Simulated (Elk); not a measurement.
Band structure of Li₃Rh (Fm-3m, 4 atoms in the cell).

```
CELL_PARAMETERS angstrom
      0.00000     2.98141     2.98141
      2.98141     0.00000     2.98141
      2.98141     2.98141     0.00000
ATOMIC_POSITIONS crystal
  Li 0.25000 0.25000 0.25000
  Li 0.75000 0.75000 0.75000
  Li 0.50000 0.50000 0.50000
  Rh 0.00000 0.00000 0.00000
```

Method: Elk with PBEsol, all-electron FP-LAPW, Elk's shipped species files, APW+lo basis with extra local orbitals.

Settings: xctype = 22; rgkmax = 8; swidth = 0.00367493 Ha; ngridk = 5 5 5; gmaxvr = 16 1/bohr; nxlo = 2; lorbcnd = true; lmaxi = 3; maxscl = 100.

The starting cell comes from a database of computed structures (which also holds hypothetical and non-ambient phases and stackings), without a prior relaxation at this level. Values depend on the basis (sphere radii, cutoffs, local orbitals), which need not be converged.

Levels in eV from the Fermi level, bands 10 to 17:
```csv
point,10,11,12,13,14,15,16,17
Γ,-1.52,-1.52,-0.77,-0.77,5.55,5.55,5.55,7.90
X,-0.52,-0.52,-0.48,-0.18,0.41,1.17,1.17,6.79
W,-1.22,-1.22,-0.52,-0.02,0.80,0.80,2.07,8.58
K,-1.03,-0.92,-0.65,-0.53,0.66,1.31,2.25,7.49
L,-1.53,-1.03,-0.55,-0.55,-0.13,4.78,4.78,6.34
U,-1.03,-0.92,-0.65,-0.53,0.66,1.31,2.25,7.49
```
